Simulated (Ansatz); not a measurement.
Take KTaO3 in the cubic perovskite structure (space group Pm-3m, No. 221; a = 3.9893 Å) as the base. Axes: x, y, z lie along the cube axes.

Method: plane-wave PAW DFT at the r2SCAN level (Ansatz, a quantum-chemistry and plane-wave program, 500 eV), no spin-orbit coupling, earlier PAW set.

It is then changed as follows: the cell is scaled by 0.9878 in all directions; the atoms relax in the strained cell.

### Question
Predict the stress tensor and what it implies for the stiffness.

### Answer
Stress of the strained cell less that of the base (GPa, compression positive):
```
   8.39    0.00    0.00
   0.00    8.39    0.00
   0.00    0.00    8.39
```

Then B = −ΔP/(ΔV/V₀) with ΔV/V₀ = -0.0362 gives secant stiffness values (nonlinear terms included at this strain): B ≈ 232 GPa.

As a check, the harmonic strain energy −½ V₀ Δσ:ε is 12 meV/atom; the computed energy rise is 12 meV/atom.

Whether these cells are dynamically stable was not tested.
